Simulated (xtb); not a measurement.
xtb 6.7.1, GFN2-xTB: c1ccc2c(c1)oc1cc(-c3ccc(-c4ccc5c(c4)oc4ccccc45)o3)ccc12, 47 atoms. The geometry is a generated start, not checked to be a minimum at this level.

| Item | Result |
|---|---|
| run flags | --grad |
| method | GFN2-xTB |
| --acc | 1 (default) |
| --etemp (K) | 300 (default) |
| basis functions | 140 |
| valence electrons | 146 |

One run each on 1 thread. Values of broydamp tried: 0.02, 0.05, 0.1, 0.2, 0.4 (default), 0.6, 0.8, 1.

Problem. How does the count of SCC iterations change with broydamp, and where is it least?

Solution. Fewest SCC iterations, within one of each other: 0.2 with 11, 0.4 (default) with 11, 0.6 with 11, 0.8 with 12. The count rises to 17 at 0.02. All converge to one solution.

```
broydamp       SCC iterations            end
-------------  --------------  -------------
0.02                       17  same solution
0.05                       15  same solution
0.1                        14  same solution
0.2                        11  same solution
0.4 (default)              11  same solution
0.6                        11  same solution
0.8                        12  same solution
1                          13  same solution
```
